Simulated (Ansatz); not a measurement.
Consider CsPbBr$_{3}$ in the cubic perovskite structure (space group Pm-3m, No. 221; a = 5.770 Å).

Level of theory: LDA (Ansatz, a first-principles code, PAW, scalar-relativistic without spin-orbit coupling).

Strains are applied to the cell and any free atomic positions relax.

One change was made to it. Results:

```csv
quantity,base,after
"electron mass (degenerate bands, along [100])","0.066, 0.67, 0.67 mₑ (at R)","0.073, 0.70, 0.70 mₑ (at R)"
band gap,1.17 eV,1.32 eV
hole mass,0.11 mₑ (at R),0.12 mₑ (at R)
```

Question: What was done to the base?
A) isotropic strain +1.20 %
B) isotropic strain +1.80 %
C) isotropic strain +3.00 %

Answer: A, isotropic strain +1.20 %. For comparison, the band gap in the other runs: isotropic strain +1.80 % gives 1.40 eV; isotropic strain +3.00 % gives 1.53 eV.

With Pb present, leaving out spin-orbit coupling can change the band edges. Masses are band curvatures over ±0.01 Å⁻¹ around the edge. No phonon test of stability was made. Many cubic perovskites are stable only at high temperature; tilts and polar distortions were not tested. This is not the structure that CsPbBr3 has at room temperature and ambient pressure.
